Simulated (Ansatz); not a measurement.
Base system: WC (space group P-6m2, No. 187; a = 2.9127 Å, c = 2.8354 Å; relaxed with 0.1 eV smearing). Axes: x lies along a and z along c of the hexagonal cell.

Level of theory: DFT with r2SCAN, PAW potentials and a 500 eV plane-wave cutoff in Ansatz (a quantum-chemistry and plane-wave program), without spin-orbit coupling.

For the base:

Band gap: zero
Volume per atom: 10.42 Å³

The change: biaxial strain −2.00 %, plane normal [001], relaxed out of plane (Cartesian); in-plane vectors clamped, the third vector and the atoms free.

Q: What does the calculation give for the band gap after the change?

A: The band gap stays zero.

Q: How does this affect the in-plane stress?

A: The mean in-plane stress (compression positive) amounts to +20.0 GPa.

Q: Predict the new volume per atom.

A: The volume per atom shrinks by 0.34 Å³, from 10.42 Å³ to 10.08 Å³.

Whether these cells are dynamically stable was not tested. The final runs are not spin-polarised.
